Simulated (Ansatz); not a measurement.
Surface energy of faces of MnP-type NiSi in PBE and in LDA, in Ansatz (plane waves, PAW). Symmetric slabs relaxed with PBE from ideal cuts in 1x1 cells (the lowest computed cut and spin start of each face; real faces may reconstruct in larger cells); LDA values are single points on them, with the bulk at the same level. No spin-orbit coupling, no U.

```tsv
face	PBE (J/m²)	LDA (J/m²)
(001)	1.86	2.19
(010)	1.83	?
(011)	1.56	1.89
(100)	2.10	2.58
(101)	1.82	2.26
(110)	1.83	2.12
(111)	1.62	2.01
```

Q: Fit a straight line y = a·x + b by least squares to the 6 complete rows (x: PBE (J/m²); y: LDA (J/m²)).

A: the means are x̄ = 1.7983 and ȳ = 2.1750; Σ(x − x̄)² = 0.18488 and Σ(x − x̄)(y − ȳ) = 0.22055, so a = 1.193 and b = ȳ − a·x̄ = 0.030. The largest residual is 0.093.

Q: What does the line predict for the withheld row, (010), and what did the calculation give?

A: the line gives 2.21; the calculation gave 2.18, a miss of -0.03, of the size of the fitted rows' scatter and rounding.

Ansatz is a first-principles code.
